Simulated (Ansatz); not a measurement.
**Sn, response to strain**

The parent structure is Sn in the diamond structure (space group Fd-3m, No. 227; a = 6.5402 Å; relaxed with 0.1 eV smearing).

Strains are applied to the cell and any free atomic positions relax.

Level of theory: Ansatz (a program for electronic structure), PBEsol, PAW, cutoff 420 eV, no spin-orbit coupling.

Candidates:
(a) isotropic strain −2.50 %
(b) isotropic strain −0.50 %
(c) isotropic strain +2.00 %
(d) isotropic strain −1.00 %
(e) isotropic strain +2.50 %

Notes on the quantities. energy relative to the base: free energy F.

Problem. Order them by energy relative to the base, lowest first.

Solution. (b) isotropic strain −0.50 % (+1.1 meV/atom), (d) isotropic strain −1.00 % (+4.3 meV/atom), (c) isotropic strain +2.00 % (+15 meV/atom), (e) isotropic strain +2.50 % (+23 meV/atom), (a) isotropic strain −2.50 % (+28 meV/atom)

Stability against distortions was not tested.
